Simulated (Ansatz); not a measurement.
**A constructed model of the (111) surface of fcc Pt, (√3x√3)R30° surface alloy, In on one Pt site of the top plane (bottom of the slab: a bare face, its two planes held)**

Method: PBE (plane waves to 420 eV, PAW; Ansatz, a first-principles code).

Slab: 18 atoms, 11.5 Å thick at the start; k 9x9x1, smearing 0.1 eV, dipole-corrected; 6 atoms held, the rest relaxed; held to the start's symmetry, so lower structures may exist; no spin, no spin-orbit, no U. It is one candidate, not shown to be the stable structure of the face.

- work function of the top face: 4.84 eV
- energy released by relaxation: 0.18 eV
- cost: roughly 4 core-minutes
